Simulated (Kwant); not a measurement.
Kwant, Hückel tight-binding model, one pz orbital an atom, one spin, coherent transport at 0 K. Conductance is in e²/h.

Device: π system c1ccc2c(c1)oc1ccccc12 between two chain leads. The π system is taken as planar. Atoms are numbered from 0 in the order of the SMILES. Site energies (eV, carbon 0): [0.0, 0.0, 0.0, 0.0, 0.0, 0.0, -4.8, 0.0, 0.0, 0.0, 0.0, 0.0, 0.0]. Bonds (i, j, β in eV): (0,1,-2.4) (1,2,-2.4) (2,3,-2.4) (3,4,-2.4) (4,5,-2.4) (4,6,-1.92) (6,7,-1.92) (7,8,-2.4) (8,9,-2.4) (9,10,-2.4) (10,11,-2.4) (11,12,-2.4) (5,0,-2.4) (12,7,-2.4) (12,3,-2.4). Leads: chains of hopping −3.6 eV, joined by −0.48 eV to atoms 0 and 8.

Site energies and bond integrals are typed Hückel values.

Sweep values stay those of the base run.

One input was changed, with this effect: transmission at E = 0 3.4e-6 → 0.00081.

Q: Which change was it?
A) contacts moved from atoms [0, 8] to [1, 8]
B) contacts moved from atoms [0, 8] to [2, 11]
C) contacts moved from atoms [0, 8] to [0, 9]
D) contacts moved from atoms [0, 8] to [5, 8]
E) contacts moved from atoms [0, 8] to [1, 10]
F) contacts moved from atoms [0, 8] to [0, 5]

A: F, contacts moved from atoms [0, 8] to [0, 5]
